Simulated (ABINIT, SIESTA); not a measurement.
An ABINIT input for a self-consistent single point of LaAlH6 (R-3m, 8 atoms in the cell) (DFT, PBEsol, plane waves, norm-conserving pseudopotentials (PseudoDojo nc-sr-04 PBEsol standard)):

```
# LaAlH6, PseudoDojo nc-sr-04 PBEsol standard
pp_dirpath "./"
pseudos "La.upf, Al.upf, H.upf"
acell 3*1.0 Angstrom
rprim
         3.2742898156    1.8904121065    2.1076160000
        -3.2742898156    1.8904121065    2.1076160000
         0.0000000000   -3.7808242129    2.1076160000
natom 8
ntypat 3
znucl 57 13 1
typat 1 2 3 3 3 3 3 3
xcart
        -0.0000000000   -0.0000000000    5.9742255238
         0.0000000000    0.0000000000    0.0000000000
         4.0102496320    2.3153187046    6.0682598336
        -4.0102496320   -2.3153187046    5.8801912141
        -4.0102496320    2.3153187046    6.0682598336
         4.0102496320   -2.3153187046    5.8801912141
         0.0000000000   -4.6306374091    6.0682598336
        -0.0000000000    4.6306374091    5.8801912141
ecut 55
ixc -116133
occopt 1
nband 14
kptopt 1
ngkpt 6 6 6
nshiftk 1
shiftk 0 0 0
nstep 80
tolvrs 1.0e-10
diemac 9
prtwf 0
prtden 0
enunit 1
```

Q: Write the same calculation as an input for SIESTA.

A: This is the input that was run; spellings and numerical settings could be chosen otherwise.

```
# files in the folder: La.psml Al.psml H.psml (PseudoDojo PBEsol standard)
SystemName  LaAlH6
SystemLabel siesta

NumberOfAtoms                8
NumberOfSpecies              3
%block ChemicalSpeciesLabel
  1 57 La
  2 13 Al
  3 1 H
%endblock ChemicalSpeciesLabel
LatticeConstant              1.0 Ang
%block LatticeVectors
     3.274290000    1.890412000    2.107616000
    -3.274290000    1.890412000    2.107616000
     0.000000000   -3.780824000    2.107616000
%endblock LatticeVectors
AtomicCoordinatesFormat      ScaledCartesian
%block AtomicCoordinatesAndAtomicSpecies
     0.000000000    0.000000000    3.161424000  1
     0.000000000    0.000000000    0.000000000  2
     2.122132835    1.225213825    3.211184814  3
    -2.122132835   -1.225213825    3.111663186  3
    -2.122132835    1.225213825    3.211184814  3
     2.122132835   -1.225213825    3.111663186  3
    -0.000000000   -2.450427651    3.211184814  3
     0.000000000    2.450427651    3.111663186  3
%endblock AtomicCoordinatesAndAtomicSpecies

XC.functional                GGA
XC.authors                   PBEsol
PAO.BasisSize                DZP
PAO.EnergyShift              0.005 Ry
MeshCutoff                   350 Ry
%block kgrid.MonkhorstPack
    6   0   0  0.0
    0   6   0  0.0
    0   0   6  0.0
%endblock kgrid.MonkhorstPack
OccupationFunction           FD
ElectronicTemperature        10 K

MaxSCFIterations             150
SCF.Mixer.Method             Pulay
SCF.Mixer.Weight             0.25
SCF.Mixer.History            6
SCF.DM.Tolerance             1.0E-05
Diag.ParallelOverK           true
WriteForces                  true
Charge.Mulliken              end
```

Basis, cutoffs, solver keys and any potentials are the target program's own. This input uses DFT, GGA PBEsol, numerical atomic orbitals DZP, PseudoDojo PBEsol standard norm-conserving potentials (rewritten from UPF to PSML).

The starting cell comes from a database of computed structures (which also holds hypothetical and non-ambient phases and stackings), without a prior relaxation at this level. Its lattice was rescaled by a random factor within 2.5 % of one.
